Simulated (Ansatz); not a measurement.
## A constructed model of the (111)A surface of zinc-blende AlAs, Al-terminated, As trimer, 2x2 (bottom of the slab: 3 H on 4 bottom sites)

Calculation: PBE (plane waves to 420 eV, PAW; Ansatz, a quantum-chemistry and plane-wave program).

Model: 38-atom slab, 14.6 Å thick at the start with caps and adatoms, 3x3x1 mesh, Fermi-Dirac 0.025 eV, dipole correction, 8 atoms held, the rest relaxed; symmetry of the start imposed; no spin, no spin-orbit, no U. It is one candidate, not shown to be the stable structure of the face.

The gap of the slab on its k-mesh is 1.03 eV, the highest filled level below the top vacuum level is 5.73 eV and the energy released by relaxation comes out as 1.88 eV. The cost comes out as very roughly 22 core-minutes.
